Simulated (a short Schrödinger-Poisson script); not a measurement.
Stack: MOS inversion layer, Si3N4 on p-type Si(111), at 300 K.

From the gate side: 5.8 nm Si3N4; 680 nm Si, acceptors 4e17 cm⁻³.

Constants are typed, rounded textbook-type inputs, not results; the design itself was drawn at random and stands for no fabricated device. Si3N4: permittivity 7.5, conduction-band edge (eV) 1.95, gap (eV) 5.1, electron mass (mₑ) 0.5. Si: permittivity 11.7, conduction-band edge (eV) 0, gap (eV) 1.124, Nv at 300 K (cm⁻³) 3.1e19.

Channel valleys (confinement mass, in-plane density-of-states mass, number): Δ6 0.258, 0.358, 6. At the gate the conduction-band edge of layer 1 lies 1.97 eV − eVg above the Fermi level of the channel; the field vanishes at the back. Gaps are held at their typed values at every temperature. Mesh 0.03 nm at interfaces.

Solved with a short Schrödinger-Poisson script written for these runs: 1D Poisson equation in equilibrium, electrons quantum, Hartree (BenDaniel-Duke, 12 states a valley, the channel's in-plane mass for all, wave functions ending at the dielectric), parabolic valleys, classical holes, full ionisation, no traps, pinning or gate leakage.

| Vg (V) | electrons (cm⁻²) | C (μF/cm²) | Δ6 E0 (meV from the Fermi level) |
|---|---|---|---|
| 0.2 | 2.14e9 | 0.176 | 241.1 |
| 0.3 | 4.07e10 | 0.301 | 164.8 |
| 0.4 | 2.77e11 | 0.629 | 115.0 |
| 0.5 | 7.01e11 | 0.784 | 90.7 |
| 0.6 | 1.20e12 | 0.849 | 76.4 |
| 0.7 | 1.74e12 | 0.885 | 66.5 |
| 0.8 | 2.29e12 | 0.907 | 59.0 |
| 0.9 | 2.86e12 | 0.923 | 52.9 |
| 1 | 3.44e12 | 0.935 | 47.8 |
| 1.1 | 4.03e12 | 0.944 | 43.4 |
| 1.2 | 4.62e12 | 0.952 | 39.5 |
| 1.3 | 5.21e12 | 0.959 | 36.0 |
| 1.4 | 5.81e12 | 0.965 | 32.8 |
| 1.5 | 6.42e12 | 0.970 | 29.9 |
| 1.6 | 7.02e12 | 0.974 | 27.2 |
| 1.7 | 7.63e12 | 0.978 | 24.6 |
| 1.8 | 8.25e12 | 0.982 | 22.3 |

Gate voltages with under 1e9 electrons/cm² are left out.

### Question
At Vg = 1.8 V the lowest Δ6 subband lies at 22.3 meV from the Fermi level. How many electrons does it hold, and what share of all?

### Answer
The two-dimensional density of states is g m/(πħ²) = 8.97e11 cm⁻² meV⁻¹ (both spins), kT = 25.9 meV, so n = D kT ln(1 + exp(−E/kT)) = 8.18e12 cm⁻², 0.99 of the 8.25e12 cm⁻² in all.

### Question
Compare the slope of the sheet density between 1.6 and 1.8 V with the geometric capacitance of the layers between gate and channel.

### Answer
q Δn/ΔV = 0.985 μF/cm²; ε0/Σ(t/ε) = 1.14 μF/cm². The ratio is 0.86: the channel acts as a further capacitance in series.
